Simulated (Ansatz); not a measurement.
An Ansatz (a program for electronic structure) run: Rb with a change (uniaxial strain ε_zz = −3.00 %); Ansatz PBEsol, without spin-orbit coupling.

Input:

Ansatz 0.2 input:
```yaml
crystal:
  lattice:
    - [-2.7856422408, 2.7856422408, 2.7020729736]
    - [2.7856422408, -2.7856422408, 2.7020729736]
    - [2.7856422408, 2.7856422408, -2.7020729736]
  atoms:
    - { symbol: Rb, position: [0, 0, 0] }
basis: { ecutwfc: 420, ecutrho_ratio: 4, xc_grid: 2, fft_grid_basis: typed }
kpoints: { mp_grid: { grid: [17, 17, 17] } }
hamiltonian:
  xc: pbesol
  dispersion: none
  pseudopotentials: { kind: paw }
scf: { occupations: { method: fermi_dirac, width: 0.1 }, convergence: { dr2_threshold: 0.0000000001 } }
relax: { f_tol: 0.005, max_steps: 50 }
output: { forces: true, stress: true }
checkpoint: { write: state.ck, write_every: 1000 }
```

Output (explanatory and most iteration lines left out):

```
Relaxation: its limit of steps is 50 (relax.max_steps)
Pseudopotential: Rb, paw, valence charge 9
Crystal: 1 atoms, lattice volume = 83.870 Å³
Basis set: ecut = 420 eV, 1625 PW (Γ), exchange–correlation on 64×64×64 points (8 copies of the dense FFT grid, shifted against one another)
Bands: 9, of which v1, the nominal top of the filled ones, is band 5 counted from 1 (4 counted from 0)
Symmetry: 16 space group operations
Space group: I4/mmm (ITA 139), of the structure as read, at distance tolerance 4.4e-5 Å
k-points: 405 of 4913
Functional: x = pbesol(κ = 0.804, μ = 0.12345679012345678), c = pbesol(β = 0.046)
SCF iter   1: F=—  HF=-3217.005714 eV  |F-HF|=—  |Δ(HF+E_count)|=         —  Δρ=6.27e-4  dr2=1.22e-4  ethr=1.77e-3  ⟨swp⟩=7.3  Hψ=30743  notcnv=0
SCF iter   2: F=—  HF=-3217.006364 eV  |F-HF|=—  |Δ(HF+E_count)|=   6.50e-4  Δρ=2.91e-4  dr2=2.77e-5  ethr=1.35e-6  ⟨swp⟩=3.4  Hψ=10032  notcnv=0
SCF 1 converged in 8 iterations: F = -3217.006377 eV  dr2 = 3.74e-11
relax step   1: F+E_penalty+E_count = -3217.00637698 eV  Δ(F+E_penalty+E_count) = +0.000e0 eV  max|allowed force component| = 0.000e0 eV/Å  Δτ_max = 0.0000 Å  (8 SCF iters, accepted)
SCF converged after 8 iterations
Free energy (F): -3217.006377 eV
Internal energy: -3216.977034 eV  (E = F + TS)
E sigma→0 (E₀):  -3216.991705 eV
Entropy (-TS):   -0.029343 eV (-29.343 meV/atom)
Fermi energy:    2.221939 eV
--- Forces (eV/Å), atoms counted from 1 ---
  atom   1  Rb     0.00000000     0.00000000     0.00000000
--- Stress (GPa, compression-positive) ---
        0.087715      -0.000000      -0.000000
       -0.000000       0.087715      -0.000000
       -0.000000      -0.000000       0.107926
  P = ⅓ Tr σ = 0.0945 GPa (0.945 kbar)
--- Relaxed structure (1 steps of the walk, 1 accepted, 0 SCFs on fresh bases) ---
  atoms:
    - { symbol: Rb, position: [0.0, 0.0, 0.0] }
```

No phonon test of stability was made. The cell was made from Rb in the bcc (W type) structure (space group Im-3m, No. 229) by this change: uniaxial strain ε_zz = −3.00 %.
